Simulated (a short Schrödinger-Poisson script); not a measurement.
System: MOS inversion layer, Si3N4 on p-type Ge(111), at 300 K.

```csv
layer,material,thickness (nm),Na (cm⁻³)
1,Si3N4,2,-
2,Ge,840,2.4e17
```

The device is made up for the run: typed textbook-type constants, with dimensions and the other settings drawn at random. Si3N4: permittivity 7.5, conduction-band edge (eV) 1.9, gap (eV) 5.1, electron mass (mₑ) 0.5. Ge: permittivity 16, conduction-band edge (eV) 0, gap (eV) 0.664, Nv at 300 K (cm⁻³) 6e18.

Channel valleys (confinement mass, in-plane density-of-states mass, number): L1 1.59, 0.08, 1; L3 0.09, 0.34, 3. At the gate the conduction-band edge of layer 1 lies 2.13 eV − eVg above the Fermi level of the channel; the field vanishes at the back. Gaps are held at their typed values at every temperature. Mesh 0.03 nm at interfaces.

Solved with a short Schrödinger-Poisson script written for these runs: 1D Poisson equation in equilibrium, electrons quantum, Hartree (BenDaniel-Duke, 12 states a valley, the channel's in-plane mass for all, wave functions free to enter the dielectric), parabolic valleys, classical holes, full ionisation, no traps, pinning or gate leakage.

At Vg = 1.1 V the centroid of the electrons lies 1.89 nm from the interface.

Estimate the gate capacitance as the dielectric in series with that distance, and compare.

The dielectric alone has 3.32 μF/cm²; in series with 1.89 nm of the channel's permittivity, 2.30 μF/cm²; the run gives 2.51 μF/cm². The estimate leaves out the density-of-states capacitance and the centroid's move with voltage. Only the L valleys are kept; under strong confinement the Δ valleys of Ge fill too.
